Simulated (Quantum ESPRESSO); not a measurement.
Parameter sweep on La (P6_3/mmc, 4 atoms in the cell)

```xyz
4
Lattice="3.7697 0.0000 0.0000 -1.8849 3.2647 0.0000 0.0000 0.0000 11.9570" Properties=species:S:1:pos:R:3 pbc="T T T"
La     0.0000     0.0000     0.0000
La     0.0000     0.0000     5.9785
La     0.0000     2.1765     2.9892
La     1.8849     1.0882     8.9677
```

Base run A: Quantum ESPRESSO with PBE, GBRV 1.5 ultrasoft (PBE) pseudopotentials, self-consistent single point.

Its settings: ecutwfc = 40 Ry; ecutrho = 200 Ry; occupations = smearing; smearing = marzari-vanderbilt; degauss = 0.019992 Ry; potentials = {La: la_pbe_v1.uspp.F.UPF}; K_POINTS = automatic 8 8 2 1 1 1; conv_thr = 1e-10 Ry; mixing_beta = 0.3.

The starting cell comes from a database of computed structures (which also holds hypothetical and non-ambient phases and stackings), without a prior relaxation at this level. Its lattice was rescaled by a random factor within 2.5 % of one.

ΔF is the free energy per atom less that of run A. 

| run | K_POINTS | ΔF (meV/atom) | pressure (GPa) | k-points |
|---|---|---|---|---|
| A | automatic 8 8 2 1 1 1 | 0.00 | 0.45 | 20 |
| B | automatic 7 7 2 0 0 0 | -4.6 | 0.21 | 16 |
| C | automatic 7 7 2 1 1 1 | 1.62 | 0.47 | 16 |
| D | automatic 8 8 3 0 0 0 | 1.63 | 0.37 | 20 |
| E | automatic 8 8 3 1 1 1 | 1.31 | 0.40 | 40 |
| F | automatic 10 10 3 0 0 0 | 1.62 | 0.45 | 28 |
| G | automatic 11 11 3 0 0 0 | 1.25 | 0.42 | 32 |
| H | automatic 11 11 3 1 1 1 | 1.58 | 0.39 | 72 |
| I | automatic 8 8 2 0 0 1 | 0.65 | 0.41 | 10 |

Run F against A: The free energy goes up by 1.6 meV/atom and the pressure stays at 0.45 GPa.

Run E against A: The free energy goes up by 1.3 meV/atom and the pressure hardly changes (0.45 to 0.40 GPa).
